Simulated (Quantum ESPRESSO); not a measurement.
The steps of a band-structure calculation for Cs (I4/mmm, 1 atom in the cell) with Quantum ESPRESSO.

Method of the run: PBEsol, PseudoDojo standard norm-conserving (PBESOL) pseudopotentials (plane waves; Quantum ESPRESSO).

Step 1 (scf):

```fortran
&CONTROL
  calculation = 'scf'
  prefix = 'cs'
  outdir = './tmp/'
  pseudo_dir = './'
  tprnfor = .true.
  tstress = .true.
/
&SYSTEM
  ibrav = 0
  nat = 1
  ntyp = 1
  ecutwfc = 50
  occupations = 'smearing'
  smearing = 'fd'
  degauss = 0.0073499
  nbnd = 17
/
&ELECTRONS
  conv_thr = 1.0d-9
  mixing_beta = 0.5
/
ATOMIC_SPECIES
Cs   132.9055  Cs.upf
CELL_PARAMETERS {angstrom}
  -2.75007500     2.75007500     4.09724000
   2.75007500    -2.75007500     4.09724000
   2.75007500     2.75007500    -4.09724000
ATOMIC_POSITIONS {bohr}
Cs    0.00000000    0.00000000    0.00000000
K_POINTS {automatic}
6 6 6  0 0 0
```

Step 2 (bands):

```fortran
&CONTROL
  calculation = 'bands'
  prefix = 'cs'
  outdir = './tmp/'
  pseudo_dir = './'
  verbosity = 'high'
/
&SYSTEM
  ibrav = 0
  nat = 1
  ntyp = 1
  ecutwfc = 50
  occupations = 'smearing'
  smearing = 'fd'
  degauss = 0.0073499
  nbnd = 17
/
&ELECTRONS
  conv_thr = 1.0d-9
  startingwfc = 'random'
  diago_thr_init = 1.0d-6
/
ATOMIC_SPECIES
Cs   132.9055  Cs.upf
CELL_PARAMETERS {angstrom}
  -2.75007500     2.75007500     4.09724000
   2.75007500    -2.75007500     4.09724000
   2.75007500     2.75007500    -4.09724000
ATOMIC_POSITIONS {bohr}
Cs    0.00000000    0.00000000    0.00000000
K_POINTS {crystal_b}
13
  0.00000000   0.00000000   0.00000000   8  ! G
  0.50000000  -0.50000000   0.00000000   4  ! X
  0.50000000  -0.50000000   0.22525595   3  ! Y
  0.36262798  -0.36262798   0.36262798   8  ! S
  0.00000000   0.00000000   0.00000000   8  ! G
  0.50000000   0.50000000  -0.50000000   3  ! Z
  0.63737202   0.36262798  -0.36262798   5  ! S1
  0.50000000   0.00000000   0.00000000   6  ! N
  0.75000000  -0.25000000  -0.25000000   5  ! P
  0.77474405   0.22525595  -0.50000000   4  ! Y1
  0.50000000   0.50000000  -0.50000000   1  ! Z
  0.50000000  -0.50000000   0.00000000   4  ! X
  0.75000000  -0.25000000  -0.25000000   1  ! P
```

Step 3 (bands.x):

```fortran
&BANDS
  prefix = 'cs'
  outdir = './tmp/'
  filband = 'bands.dat'
  lsym = .false.
/
```

Output of bands (abridged):

```
     Atomic positions and unit cell read from directory:
     ./tmp/cs.save/

     Message from routine setup:
     using ibrav=0 with symmetry is DISCOURAGED, use correct ibrav instead
     G-vector sticks info
     --------------------
     sticks:   dense  smooth     PW     G-vecs:    dense   smooth      PW
     Sum        1803    1803    511                39887    39887    6075

     bravais-lattice index     =            0
   [... lines left out ...]
     unit-cell volume          =     836.4444 (a.u.)^3
   [... lines left out ...]
         1        Cs     tau(   1) = (  0.0000000  0.0000000  0.0000000  )

     number of k points=    60  Fermi-Dirac smearing, width (Ry)=  0.0073
                       cart. coord. in units 2pi/alat
        k(    1) = (   0.0000000   0.0000000   0.0000000), wk =   0.0333333
        k(    2) = (  -0.0641934   0.0641934   0.0000000), wk =   0.0333333
        k(    3) = (  -0.1283869   0.1283869   0.0000000), wk =   0.0333333
   [... 57 lines left out ...]

     Dense  grid:    39887 G-vectors     FFT dimensions: (  50,  50,  50)

     The potential is recalculated from file :
     ./tmp/cs.save/charge-density

     Band Structure Calculation
     Davidson diagonalization with overlap

     ethr =  1.00E-06,  avg # of iterations = 42.5

     End of band structure calculation

          k = 0.0000 0.0000 0.0000 (  4957 PWs)   bands (ev):

   -22.0401  -8.7638  -8.7623  -8.7623   0.2559   4.1760   4.3413   4.3413
     5.1298   5.4546   6.4955   7.4454   7.7812   7.7812   8.6959  10.8157
    11.3888

          k =-0.0642 0.0642 0.0000 (  4975 PWs)   bands (ev):

   -22.0399  -8.7664  -8.7651  -8.7642   0.3085   4.2005   4.2330   4.3545
     5.1218   5.3616   6.6658   7.5073   7.5937   7.8267   9.1369  10.5163
    11.0067

   [... 58 blocks of this kind left out ...]
```

Output of bands.x (abridged):

```
     Reading xml data from directory:

     ./tmp/cs.save/

     G-vector sticks info
     --------------------
     sticks:   dense  smooth     PW     G-vecs:    dense   smooth      PW
     Sum        1803    1803    511                39887    39887    6075

     Reading collected, re-writing distributed wavefunctions
     high-symmetry point:  0.0000 0.0000 0.0000   x coordinate   0.0000
     high-symmetry point: -0.5135 0.5135 0.0000   x coordinate   0.7263
     high-symmetry point: -0.2822 0.7449 0.0000   x coordinate   1.0535
     high-symmetry point:  0.0000 0.7449 0.0000   x coordinate   1.3356
     high-symmetry point:  0.0000 0.0000 0.0000   x coordinate   2.0806
     high-symmetry point:  0.0000 0.0000 0.6894   x coordinate   2.7699
   [... 2 lines left out ...]
     high-symmetry point: -0.5135 0.5135 0.3447   x coordinate   3.9808
     high-symmetry point: -0.2822 0.2822 0.6894   x coordinate   4.4561
     high-symmetry point:  0.0000 0.0000 0.6894   x coordinate   4.8551
     high-symmetry point: -0.5135 0.5135 0.0000   x coordinate   4.8551
     high-symmetry point: -0.5135 0.5135 0.3447   x coordinate   5.1998

     Plottable bands (eV) written to file bands.dat.gnu
     Bands written to file bands.dat

   JOB DONE.
```

The starting cell comes from a database of computed structures (which also holds hypothetical and non-ambient phases and stackings), without a prior relaxation at this level.
